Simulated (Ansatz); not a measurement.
**Tl under a change: isotropic strain +2.00 %**

The parent structure is Tl in the hcp (Mg type) structure (space group P6_3/mmc, No. 194; a = 3.476 Å, c = 5.472 Å; relaxed with 0.1 eV smearing).

Now apply this change: an isotropic linear strain of +2.00 %, atoms relaxed at fixed cell.

Computed with PBEsol/PAW in Ansatz (a quantum-chemistry and plane-wave program), no spin-orbit coupling. Γ-centred 19×19×11 mesh, Fermi–Dirac width 0.1 eV.

* **Energy relative to the base (free energy F)**: +11 meV/atom
* **Band gap**: zero (base zero)

Final structure:

```
CELL_PARAMETERS angstrom
      3.54558     0.00000     0.00000
     -1.77279     3.07056     0.00000
      0.00000     0.00000     5.58094
ATOMIC_POSITIONS crystal
  Tl 0.66667 0.33333 0.75000
  Tl 0.33333 0.66667 0.25000
```

Cost of the whole job for the changed cell (relaxation, final SCF and bands): very roughly 20 core-seconds.

No phonon test of stability was made.
